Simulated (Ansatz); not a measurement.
An Ansatz (a first-principles code) input (Ansatz PBEsol, without spin-orbit coupling):

Ansatz 0.2 input:
```yaml
crystal:
  lattice:
    - [2.5073700832, 0, 0]
    - [0, 2.5073700832, 0]
    - [1.2536850416, -1.2536850416, 1.7863425475]
  atoms:
    - { symbol: Cu, position: [0, 0, 0] }
basis: { ecutwfc: 420, ecutrho_ratio: 4, xc_grid: 2, fft_grid_basis: typed }
kpoints: { mp_grid: { grid: [32, 32, 32] } }
hamiltonian:
  xc: pbesol
  dispersion: none
  pseudopotentials: { kind: paw }
scf: { occupations: { method: fermi_dirac, width: 0.1 } }
relax: { f_tol: 0.005, max_steps: 50, cell: { stress_tol: 0.01, fix: [a, b, gamma] } }
output: { forces: true, stress: true }
checkpoint: { write: state.ck, write_every: 1000 }
```

### Question
Which symmetry and how many k-points will the program report, and about how many plane waves at Γ?

### Answer
Space group I4/mmm (ITA 139) with 16 operations, k-points 2393 of 32768, and 229 plane waves at Γ.

### Question
And the final pressure?

### Answer
0.53 GPa (compression positive).

The cells carry an imposed strain or load. Whether these cells are dynamically stable was not tested. The final runs are not spin-polarised. The cell was made from Cu in the fcc (Cu type) structure (space group Fm-3m, No. 225) by this change: biaxial strain −0.50 %, plane normal [001], relaxed out of plane.
